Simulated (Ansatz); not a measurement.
Take LiAl3 in the Cu3Au type structure (space group Pm-3m, No. 221; a = 4.001 Å; a cell from a computed database, its experimental status unchecked; relaxed with 0.1 eV smearing) as the base. Axes: x, y, z lie along the cube axes.

Calculations: DFT with PBEsol, PAW potentials and a 420 eV plane-wave cutoff in Ansatz (a first-principles code), spin-orbit coupling left out.

Base values:

| Property | Value |
|---|---|
| Shortest interatomic distance | 5.346 bohr |
| Pressure | 0.0 GPa |

Perturbation: biaxial strain +3.12 %, plane normal [110], relaxed out of plane (Cartesian); in-plane vectors clamped, the third vector and the atoms free.

What happens to the shortest interatomic distance, ratio −ε⊥/ε∥ and pressure?

The shortest interatomic distance shrinks by 0.0886 bohr to 5.258 bohr; the ratio −ε⊥/ε∥ comes out as 0.53; the pressure (mean of the normal stresses, compression positive) goes from zero to -2.6 GPa.

Stability against distortions was not tested.
